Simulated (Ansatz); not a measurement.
The starting structures come from a database of crystals and need not be the phases stable at ambient conditions.

By PBEsol, the system below comes out a metal.

Consider the following.

```
CELL_PARAMETERS angstrom
      3.26729     0.00000     0.00000
     -1.63365     2.82956     0.00000
      0.00000     0.00000     6.43148
ATOMIC_POSITIONS crystal
  Ti 0.00000 0.00000 0.00000
  Ti 0.00000 0.00000 0.50000
  S  0.33333 0.66667 0.25000
  S  0.66667 0.33333 0.75000
```

Space group of this cell: P6_3/mmc, NiAs type. The cell is taken as given; by PBEsol its mean pressure is -5.5 GPa.

The current flows along the normal of the first two printed cell vectors, the (001) plane of the conventional cell. No spin-orbit coupling; the value is a mean over 0.1 eV about the Fermi level.

Question: State the ballistic conductance per area according to PBEsol (Ansatz, a program for electronic structure).

Answer: 0.48 × 10¹⁵ S/m² for both spins.
